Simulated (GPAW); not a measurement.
GPAW run on Hf (P6_3/mmc, 2 atoms in the cell): self-consistent single point.

Level of theory: PBEsol, GPAW PAW datasets PBEsol (made by gpaw-setup) (plane waves; GPAW).

```
Hf
1.0
    3.22015     0.00000     0.00000
   -1.61008     2.78873     0.00000
    0.00000     0.00000     5.08893
Hf
2
Direct
  0.33333   0.66667   0.25000
  0.66667   0.33333   0.75000
```

Reference input (self-consistent single point, DFT PBE, plane waves, GPAW PAW datasets PBE (gpaw-data 1.0.1)): mode = pw; ecut = 600 eV; xc = PBE; kpts = 16 16 9; mesh shift (steps) = 0 0 0; occupations.name = methfessel-paxton; occupations.width = 0.136 eV; occupations.order = 0; nbands = -6; convergence.density = 1e-05 e/electron; symmetry.symmorphic = false; symmetry.tolerance = 0.0005. This run's input differs from it in these lines:

```diff
@@ -13,3 +13,3 @@
 calc = GPAW(mode={'name': 'pw', 'ecut': 600},
-            xc='PBE',
+            xc='PBEsol',
             kpts={'size': (16, 16, 9), 'gamma': True},
```

Its files differ too (potentials: GPAW PAW datasets PBEsol (made by gpaw-setup)).

Log, with long lists cut:

```
     iter     time        total  log10-change:
                         energy   eigst   dens
iter:   1 --:--:--   -16.360324
iter:   2 --:--:--   -16.335303   -1.54  -1.30
iter:   3 --:--:--   -16.141375   -0.91  -1.32
iter:   4 --:--:--   -16.146983   -2.02  -2.18
iter:   5 --:--:--   -16.131826   -3.39  -2.15
iter:   6 --:--:--   -16.117495   -2.34  -2.22
iter:   7 --:--:--   -16.117759   -3.92  -3.05
iter:   8 --:--:--   -16.117741c  -3.74  -2.91
iter:   9 --:--:--   -16.117674c  -5.13  -3.25
iter:  10 --:--:--   -16.117642c  -5.90  -3.45
iter:  11 --:--:--   -16.117618c  -5.55  -3.56
iter:  12 --:--:--   -16.117636c  -6.15  -3.73
iter:  13 --:--:--   -16.117627c  -6.81  -3.63
iter:  14 --:--:--   -16.117614c  -5.50  -3.78
iter:  15 --:--:--   -16.117614c  -6.77  -4.56
iter:  16 --:--:--   -16.117615c  -7.10  -4.61
iter:  17 --:--:--   -16.117614c  -7.43c -4.46
iter:  18 --:--:--   -16.117614c  -8.98c -4.98
iter:  19 --:--:--   -16.117615c  -8.58c -5.04c
Converged after 19 iterations.

Dipole moment: (-0.000000, 0.000000, 0.000000) |e|*Ang

Energy contributions relative to reference atoms: (reference = -819524.750635)

Kinetic:         +6.622335
Potential:       -7.044606
External:        +0.000000
XC:             -14.695061
Entropy (-ST):   -0.014403
Local:           -0.993082
SIC:             +0.000000
--------------------------
Free energy:    -16.124816
Extrapolated:   -16.117615

Showing only first 2 kpts
 Kpt  Band  Eigenvalues  Occupancy
  0    10     10.14249    0.00000
  0    11     10.71961    0.00000
  0    12     10.71961    0.00000
  0    13     11.00081    0.00000

  1    10      9.98697    0.00001
  1    11     10.65251    0.00000
  1    12     10.65252    0.00000
  1    13     10.90341    0.00000

Fermi level: 9.56653

No gap
No difference between direct/indirect transitions
Energy (eV): -16.117615

Forces in eV/Ang:
  0 Hf   -0.00000   -0.00000    0.00000
  1 Hf    0.00000    0.00000   -0.00000

Stress tensor:
     0.033694     0.000000     0.000000
     0.000000     0.033694    -0.000000
     0.000000    -0.000000     0.034336
Stress (GPa, Voigt): [ 5.3983  5.3983  5.5013 -0.      0.      0.    ]
```

The run converged in 19 iterations. GPAW prints stress with tension positive. Against the reference run the pressure goes from -1.18 to -5.43 GPa.

The starting cell comes from a database of computed structures (which also holds hypothetical and non-ambient phases and stackings), without a prior relaxation at this level. Its lattice was rescaled by a random factor within 2.5 % of one. With a pressure of about -5 GPa the cell is away from its equilibrium volume at this level.

Cost on one core of a shared machine: roughly 50 s.
